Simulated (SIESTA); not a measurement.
## A short convergence ladder for Ti (P6_3/mmc, 2 atoms in the cell)

```yaml
crystal:
  lattice:
    - [1.46762, -2.54200, 0.00000]
    - [1.46762, 2.54200, 0.00000]
    - [0.00000, 0.00000, 4.65660]
  atoms:
    - { symbol: Ti, position: [0.33333, 0.66667, 0.25000] }
    - { symbol: Ti, position: [0.66667, 0.33333, 0.75000] }
```

Base method: LDA PW92, numerical atomic orbitals DZP, PseudoDojo LDA standard norm-conserving potentials (rewritten from UPF to PSML) (SIESTA).

Base settings: XC.functional = LDA; XC.authors = PW92; potentials = PseudoDojo LDA standard; PAO.BasisSize = DZP; PAO.EnergyShift = 0.01 Ry; MeshCutoff = 300 Ry; kgrid.MonkhorstPack = 6 6 3; OccupationFunction = FD; ElectronicTemperature = 0.1 eV; MaxSCFIterations = 150.

Core times come from one kind of shared machine, to one figure; runs under 30 s give none.

**The force threshold of a relaxation**

On Ti (P-3m1, 2 atoms in the cell): one atom moved by 0.15 angstrom.

In this ladder: MD.TypeOfRun = FIRE; MD.Steps = 40.

The mesh stays at the base's, so the ladder's end is converged at best in this setting alone.

Only quantities that move along the ladder and can be compared are tabulated.

| MD.MaxForceTol | free energy less the last step's (meV/atom) | largest force left (eV/Å) | relaxation steps | core time / last (rough) |
|---|---|---|---|---|
| 0.2 eV/Ang | 3.03 | 0.1680 | 4 | – |
| 0.1 eV/Ang | 0.30 | 0.0521 | 5 | 0.4 |
| 0.05 eV/Ang | 0.21 | 0.0442 | 11 | 0.8 |
| 0.03 eV/Ang | 0.06 | 0.0270 | 13 | 0.9 |
| 0.02 eV/Ang | 0.02 | 0.0139 | 14 | 0.9 |
| 0.01 eV/Ang | 0.00 | 0.0013 | 15 | 1.0 |
| 0.005 eV/Ang | 0.00 | 0.0013 | 15 | 1 |
| 0.002 eV/Ang | 0.00 | 0.0013 | 15 | 1 |

Coarsest MD.MaxForceTol that holds the largest force left within 0.01 eV/Å of the last step, with all finer ones: 0.01 eV/Ang; the step before is off by 0.013 eV/Å.

Coarsest MD.MaxForceTol that holds the free energy within 0.5 meV/atom of the last step, with all finer ones: 0.1 eV/Ang, at about 0.4 of the last step's time; the step before is off by 3.0 meV/atom.

On the base run: the starting cell has typed, rounded lattice constants, without a prior relaxation at this level. Its lattice was rescaled by up to half a per cent. Spin polarisation is off. Values carry the incompleteness of an atom-centred basis. In the base run, with a pressure of about -10 GPa the cell is away from its equilibrium volume at this level. Without a gap this mesh is coarse (it stands for a supercell whose shortest vector is 14 Å).

Left out of this page: 1 run of the series failed or unconverged.
